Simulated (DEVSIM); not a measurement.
System: Schottky contact on n-type GaP, at 300 K.

Layer 1 from the left is GaP, thickness (μm) 3.30, Nd (cm⁻³) 5.8e16, τn (s) 1.7e-6, τp (s) 1.7e-6. Layer 2 from the left is GaP, thickness (μm) 21.0, Nd (cm⁻³) 7.7e17, τn (s) 1.7e-6, τp (s) 1.7e-6.

Left contact: Schottky, work function 4.65 eV, emission velocity 4.8e6 cm/s. Right contact: ohmic. Voltage is applied to the left contact. Recombination: SRH at mid-gap. Mobility is constant in doping.

This is a model device: material constants are rounded textbook-type values typed into the input, and sizes, dopings and lifetimes were drawn at random. Values at 300 K.

GaP: gap (eV) 2.26, affinity (eV) 3.8, permittivity 11.1, Nc (cm⁻³) 1.8e19, Nv (cm⁻³) 1.9e19, μn (cm²/Vs) 250, μp (cm²/Vs) 150.

DEVSIM, 1D drift-diffusion, Boltzmann statistics, complete ionisation; no tunnelling, impact ionisation, image-force lowering or self-heating. Metal contacts follow the ideal Schottky-Mott rule: no Fermi-level pinning, no interface dipoles.

Dark forward current:

| |V| (V) | |J| (A/cm²) |
|---|---|
| 0.05 | 3.647e-7 |
| 0.10 | 2.868e-6 |
| 0.15 | 2.005e-5 |
| 0.20 | 0.0001378 |
| 0.25 | 0.0009437 |
| 0.30 | 0.006447 |
| 0.35 | 0.04390 |
| 0.40 | 0.2972 |
| 0.45 | 1.976 |
| 0.50 | 12.15 |
| 0.55 | 56.26 |
| 0.60 | 160.5 |
| 0.65 | 312.8 |
| 0.70 | 492.5 |
| 0.75 | 687.6 |
| 0.80 | 892.2 |
| 0.85 | 1103 |
| 0.90 | 1319 |
| 0.95 | 1537 |
| 1.00 | 1758 |
| 1.05 | 1982 |
| 1.10 | 2206 |

Work out the local ideality factor n = ΔV / (kT/q · ln(J2/J1)) between the rows 0.15 and 0.20 V, 1.05 and 1.10 V.

kT/q = 25.85 mV. From 0.15 to 0.20 V: ln(0.0001378/2.005e-5) = 1.928, n = 1.00, near the 1 of diffusion or emission over a barrier. From 1.05 to 1.10 V: ln(2206/1982) = 0.107, n = 18.06; the layers' resistance at their doping, Σ W/(qμN) = 0.00021 Ω cm², would take 47 mV of this step of 50 mV.

Estimate the current at 0.30 V for emission alone, J0 = q v N_band exp(−φB/kT), and read the barrier back from the simulated current.

φB = 0.850 eV, N_band = 1.80e19 cm⁻³, J0 = 7.26e-8 A/cm²; J = J0 (exp(qV/kT) − 1) = 0.00796 A/cm². The simulation gives 0.00645 A/cm²; the estimate lies 23 % above. Read backwards, the simulated current gives an apparent barrier of 0.855 eV. The estimate leaves out transport through the depletion region and minority injection.
